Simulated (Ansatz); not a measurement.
# AlRu under a change: isotropic strain −1.00 %

Consider AlRu in the CsCl type structure (space group Pm-3m, No. 221; a = 2.9832 Å; relaxed with 0.1 eV smearing).

Now apply this change: the cell is scaled by 0.9900 in all directions; the atoms relax in the strained cell.

Computed with Ansatz (a program for electronic structure), r2SCAN, PAW, cutoff 500 eV, without spin-orbit coupling. k-mesh 19×19×19 (Γ-centred); smearing 0.1 eV (Fermi–Dirac).

The volume per atom falls by 0.39 Å³ to 12.88 Å³ and the space group remains Pm-3m (No. 221). The shortest interatomic distance decreases by 2.58 pm (258.3 pm → 255.8 pm) and the energy goes up by 8.5 meV/atom. The pressure goes from zero to 7.1 GPa and the band gap is still zero.

No phonon test of stability was made. The final runs are not spin-polarised.
